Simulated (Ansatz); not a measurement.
**Mn_B (zinc-blende BP host)**

These are PBE, PAW (plane waves to 420 eV; Ansatz, a program for electronic structure) values and carry that method's errors. A 2×2×2 supercell of 64 sites was used; the energies come from a 2×2×2 shifted sampling of its zone. Site at the start: the B site. Charged cells carry a point-charge image correction with potential alignment at far atoms. Dielectric constants: PBE linear response of the host. Host gap at this level: 1.25 eV. Finite-size and sampling errors can reach tenths of an eV here. The semilocal functional narrows the gap, so deep levels can fall outside it. Spin–orbit coupling is left out, and no Hubbard U is applied to the open shells. Each state is the lowest found from its start.

Formation energies E_f are given with the Fermi level at the valence-band maximum. Chemical conditions: B-rich (Δμ(B) = -0.24 eV, Δμ(Mn) = -0.79 eV, bounded by B12P2 (R-3m), B6P (R-3m), MnB (Pnma); only phases computed here count, gases as isolated molecules at 0 K); P-rich (Δμ(B) = -0.86 eV, Δμ(Mn) = -1.30 eV, bounded by MnP (Pnma); only phases computed here count, gases as isolated molecules at 0 K). Reference phases: B: alpha boron, Mn: fcc-type Mn, layered antiferromagnet.

```tsv
charge	moment (μB)	largest move off a lattice site (Å)	image correction with alignment (eV)	E_f, B-rich (eV)	E_f, P-rich (eV)	above the lowest spin state (eV)
+1†	1.0	0.18	0.38	–	–	0.00
+1†	1.0	0.18	0.38	–	–	0.00
0	0.0	0.15	0.00	3.34	3.24	0.00
0	not spin-polarised	0.15	0.00	3.34	3.24	0.00
−1†	1.0	0.14	0.02	–	–	0.00
−1†	1.0	0.14	0.02	–	–	0.00
−2†	2.0	0.20	0.40	–	–	0.00
−2*	not spin-polarised	0.13	–	–	–	0.05
```

* At this level the carrier isn't localised at the defect: . Such a state is shallow or no state of the defect, and this cell gives it no level.

† Not settled in this cell, so no level is given: charge +1: level within 0.1 eV of a band edge or past it; charge −1: a level filled in part, carriers not clearly localised, level within 0.1 eV of a band edge or past it; charge −2: a level filled in part, carriers not clearly localised, level within 0.1 eV of a band edge or past it.

Starting moments that weren't kept: charge +1 began with 3 μB and ended with 1.0; charge 0 began with 4 μB and ended with 0.0; charge −1 began with 5 μB and ended with 1.0; charge −2 began with 4 μB and ended with 2.0.

Flagged in the runs: a doubtful potential alignment.
